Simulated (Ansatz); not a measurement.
Pressure series in TiC

Consider TiC in the rock salt structure (space group Fm-3m, No. 225).

```xyz
2
Lattice="0.0000 2.1639 2.1639 2.1639 0.0000 2.1639 2.1639 2.1639 0.0000" Properties=species:S:1:pos:R:3 pbc="T T T"
C      0.0000     0.0000     0.0000
Ti     2.1639     2.1639     2.1639
```

Cell and atoms are relaxed at each pressure.

Calculations: r2SCAN, PAW, 500 eV (Ansatz, a quantum-chemistry and plane-wave program; without spin-orbit coupling).

Two rows of this table had their results exchanged by mistake.

| pressure | volume per atom (Å³) | shortest distance (Å) | band gap |
|---|---|---|---|
| pressure −2 GPa | 10.21 | 2.170 | zero |
| pressure −1 GPa | 10.17 | 2.167 | zero |
| pressure 0.3 GPa | 10.12 | 2.163 | zero |
| pressure 0.7 GPa | 10.11 | 2.162 | zero |
| pressure 1.5 GPa | 10.08 | 2.160 | zero |
| pressure 3 GPa | 10.02 | 2.156 | zero |
| pressure 5 GPa | 9.78 | 2.138 | zero |
| pressure 7.5 GPa | 9.86 | 2.144 | zero |
| pressure 10 GPa | 9.95 | 2.151 | zero |

Which two?

The rows for pressure 5 GPa and pressure 10 GPa: the volume has to fall steadily with pressure, so 9.95 Å³ belongs to pressure 5 GPa and 9.78 Å³ to pressure 10 GPa.

Load acts through the strain it causes; cell and atoms are relaxed under it. Stability against distortions was not tested. No other phases were tried under pressure. The final runs are not spin-polarised.
